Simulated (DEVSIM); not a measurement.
Structure: Schottky contact on p-type GaP, at 300 K.

| layer (left to right) | material | thickness (μm) | Na (cm⁻³) | τn (s) | τp (s) |
|---|---|---|---|---|---|
| 1 | GaP | 4.60 | 1.6e16 | 2.9e-7 | 2.9e-7 |
| 2 | GaP | 7.00 | 1.3e18 | 2.9e-7 | 2.9e-7 |

Left contact: Schottky, work function 5.16 eV, emission velocity 2e6 cm/s. Right contact: ohmic. Voltage is applied to the left contact. Recombination: SRH at mid-gap. Mobility is μmin + (μ − μmin)/(1 + (N/Nref)^α).

Constants are typed, rounded textbook-type inputs, not results; the design itself was drawn at random and stands for no fabricated device. Values at 300 K; Nc and Nv go as T^1.5, mobilities as T to minus their exponent, the gap by Varshni's rule with the affinity fixed.

```csv
parameter,GaP
gap (eV),2.26
affinity (eV),3.8
permittivity,11.1
Nc (cm⁻³),1.8e19
Nv (cm⁻³),1.9e19
μn (cm²/Vs),250
μp (cm²/Vs),150
"μn,min",10
"μp,min",10
"Nref,n",4.4e18
"Nref,p",1e18
αn,0.8
αp,0.85
T exponent of μn,1.6
T exponent of μp,1.98
Varshni α (eV/K),0.00058
Varshni β (K),372
```

DEVSIM, 1D drift-diffusion, Boltzmann statistics, complete ionisation; no tunnelling, impact ionisation, image-force lowering or self-heating. Metal contacts follow the ideal Schottky-Mott rule: no Fermi-level pinning, no interface dipoles.

The temperature was swept, all else fixed.

```json
[
 {"temperature (K)": "250", "dark forward voltage at 100 A/cm² (V)": "0.789", "dark forward voltage at 1 A/cm² (V)": "0.596", "potential step across the device at zero bias (V)": "0.868"},
 {"temperature (K)": "300", "dark forward voltage at 100 A/cm² (V)": "0.759", "dark forward voltage at 1 A/cm² (V)": "0.508", "potential step across the device at zero bias (V)": "0.831"},
 {"temperature (K)": "350", "dark forward voltage at 100 A/cm² (V)": "0.735", "dark forward voltage at 1 A/cm² (V)": "0.418", "potential step across the device at zero bias (V)": "0.791"},
 {"temperature (K)": "400", "dark forward voltage at 100 A/cm² (V)": "0.716", "dark forward voltage at 1 A/cm² (V)": "0.326", "potential step across the device at zero bias (V)": "0.750"},
 {"temperature (K)": "450", "dark forward voltage at 100 A/cm² (V)": "0.702", "dark forward voltage at 1 A/cm² (V)": "0.234", "potential step across the device at zero bias (V)": "0.707"},
 {"temperature (K)": "500", "dark forward voltage at 100 A/cm² (V)": "0.695", "dark forward voltage at 1 A/cm² (V)": "0.142", "potential step across the device at zero bias (V)": "0.663"}
]
```

From the first row to the last the dark forward voltage at 100 A/cm² goes from 0.789 to 0.695. From the first row to the last the dark forward voltage at 1 A/cm² goes from 0.596 to 0.142.
